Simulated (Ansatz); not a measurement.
**V3Si: pressure series**

Consider V₃Si in the A15 (Cr3Si type) structure (space group Pm-3n, No. 223; a = 4.701 Å).

Cell and atoms are relaxed at each pressure.

Levels (all Ansatz, an electronic-structure program, PAW): PBE (420 eV, no SOC); PBEsol (420 eV, no SOC).

The base cell above is that of PBE; each level relaxes its own structures.

| case | shortest interatomic distance, PBE | shortest interatomic distance, PBEsol |
|---|---|---|
| pressure −2 GPa | 2.359 Å | 2.332 Å |
| pressure −1 GPa | 2.355 Å | 2.329 Å |
| pressure 1.8 GPa | 2.343 Å | 2.318 Å |
| pressure 4.2 GPa | 2.334 Å | 2.310 Å |
| pressure 9 GPa | 2.317 Å | 2.294 Å |
| pressure 18 GPa | 2.289 Å | 2.268 Å |
| pressure 30 GPa | 2.257 Å | 2.237 Å |
| pressure 45 GPa | 2.223 Å | 2.205 Å |
| pressure 60 GPa | 2.194 Å | 2.178 Å |

PBE lies above PBEsol in every row, by 0.016 Å to 0.027 Å. They put the cases in the same order.

Load acts through the strain it causes; cell and atoms are relaxed under it. Stability against distortions was not tested. Competing high-pressure phases were not computed. Starting moments died away, wholly or in part, for the base; another magnetic solution may exist. The final runs are not spin-polarised.
